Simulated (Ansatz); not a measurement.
O on the 1x1 (10-10) surface of wurtzite ZnO (cut with top plane O + Zn), one in a 2x1 cell, started at the site 'top O'

Host crystal: wurtzite ZnO, with a band gap (PBE, scalar-relativistic without spin-orbit coupling).

All values below come from PBE (plane waves to 420 eV, PAW; Ansatz, an electronic-structure program).

Slab: 33 atoms, 9.4 Å thick at the start under the adsorbate (thin: gaps and levels are the slab's own); k 3x4x1, smearing 0.01 eV, dipole-corrected; 16 atoms held, the rest relaxed; start symmetry kept, larger cells not searched; spin-polarised, no spin-orbit, no U, no dispersion correction. The starting moment vanished. At the end it is bonded to O + Zn. In PBE it is, or lies within 0.03 eV of, the lowest of the starts that converged.

* **energy of the end state, in which the adsorbate paired with a surface O atom, against ½ O2(g)**: 97 kJ/mol
* **change of the step from the bottom to the top vacuum level, against the clean slab**: 0.98 eV
* **energy released by relaxation**: 1.65 eV
* **height of the binding atom over the mean of the host atoms within 0.3 Å of the top one**: 1.071 Å
* **magnetic moment of the cell**: 0.00 μB
* **largest move of a host atom**: 0.57 Å
* **note**: in the relaxation the adsorbate left its starting site by 0.7 Å
* **cost**: roughly 50 core-minutes

A negative adsorption energy means that the adsorbate is more stable on the surface than in its reference.
